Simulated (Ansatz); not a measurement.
Results of r²SCAN (PAW; Ansatz, a first-principles code) for fluorite NiSi₂.

Settings: plane-wave cutoff 600 eV, 20×20×20 k mesh, Fermi–Dirac smearing 0.073 eV (set by the program), no spin polarisation, scalar-relativistic PAW data made under PBE.

Computed at the level's own relaxed cell.

Hill averages of the elastic tensor: K = 161.4 GPa, G = 59.4 GPa. Volume 13.019 Å³/atom, mean atomic mass 38.288 u.

Q: Work out the density, the sound velocities of a polycrystal and the elastic Debye temperature, and Pugh's ratio at this level.

A: ρ = 1.66054 × 38.288/13.019 = 4.884 g/cm³. v_l = √[(K + 4G/3)/ρ] = 7.019 km/s and v_t = √(G/ρ) = 3.487 km/s. The mean follows from 3/v_m³ = 1/v_l³ + 2/v_t³: v_m = 3.913 km/s. Θ_D = (ħ/k_B) v_m (6π²/V)^(1/3) = 76.38 K Å s/km × 3.913 × 1.6569 Å⁻¹ = 495 K, counting all atoms of the cell. K/G = 2.72, to be set beside Pugh's rough bound of 1.75 between brittle and ductile metals.
